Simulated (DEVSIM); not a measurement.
System: abrupt Si n-p junction, at 350 K.

Layer 1 from the left is Si, thickness (μm) 17.0, Nd (cm⁻³) 2.2e18, τn (s) 2.2e-5, τp (s) 2.2e-5. Layer 2 from the left is Si, thickness (μm) 0.880, Na (cm⁻³) 7.8e15, τn (s) 2.2e-5, τp (s) 2.2e-5.

Left contact: ohmic. Right contact: ohmic. Voltage is applied to the left contact. Recombination: SRH at mid-gap, Auger. Mobility is μmin + (μ − μmin)/(1 + (N/Nref)^α).

The device is made up for the run: typed textbook-type constants, with dimensions and the other settings drawn at random. Values at 300 K; Nc and Nv go as T^1.5, mobilities as T to minus their exponent, the gap by Varshni's rule with the affinity fixed.

Si: gap (eV) 1.124, affinity (eV) 4.05, permittivity 11.7, Nc (cm⁻³) 2.86e19, Nv (cm⁻³) 3.1e19, μn (cm²/Vs) 1417, μp (cm²/Vs) 470, μn,min 52, μp,min 45, Nref,n 9.7e16, Nref,p 2.2e17, αn 0.68, αp 0.72, T exponent of μn 2.3, T exponent of μp 2.2, Cn (cm⁶/s) 2.8e-31, Cp (cm⁶/s) 9.9e-32, Varshni α (eV/K) 0.000473, Varshni β (K) 636.

Simulated with DEVSIM: 1D drift-diffusion, Boltzmann statistics, complete ionisation; no tunnelling, impact ionisation, image-force lowering or self-heating.

Dark forward current:

| |V| (V) | |J| (A/cm²) |
|---|---|
| 0.05 | 5.734e-6 |
| 0.10 | 3.495e-5 |
| 0.15 | 0.0001843 |
| 0.20 | 0.0009479 |
| 0.25 | 0.004849 |
| 0.30 | 0.02475 |
| 0.35 | 0.1261 |
| 0.40 | 0.6397 |
| 0.45 | 3.218 |
| 0.50 | 15.72 |
| 0.55 | 69.88 |
| 0.60 | 247.5 |
| 0.65 | 642.6 |
| 0.70 | 1278 |
| 0.75 | 2115 |

Task: Work out the local ideality factor n = ΔV / (kT/q · ln(J2/J1)) between the rows 0.15 and 0.20 V, 0.70 and 0.75 V.

Result: kT/q = 30.16 mV. From 0.15 to 0.20 V: ln(0.0009479/0.0001843) = 1.638, n = 1.01, near the 1 of diffusion or emission over a barrier. From 0.70 to 0.75 V: ln(2115/1278) = 0.504, n = 3.29.

Task: Estimate the current at 0.30 V from the Shockley equation with J0 = Σ q ni² D/(N L) coth(W/L), τ joining the SRH, radiative and Auger lifetimes that are on, and W taken as the whole layer.

Result: ni² = 1.43e23 cm⁻⁶; holes in the n layer: μ = 80.5 cm²/Vs, D = 2.43 cm²/s, τ = 7.14e-7 s, L = 13.2 μm, W/L = 1.3, term 2.23e-11 A/cm²; electrons in the p layer: μ = 848 cm²/Vs, D = 25.6 cm²/s, τ = 2.20e-5 s, L = 237 μm, W/L = 0.0037, term 8.52e-7 A/cm². J0 = 8.52e-7 A/cm², and J = J0 exp(qV/kT) = 0.0178 A/cm². The simulation gives 0.0248 A/cm²; the estimate lies 28 % below. The estimate leaves out recombination in the depletion region and that region's share of W.
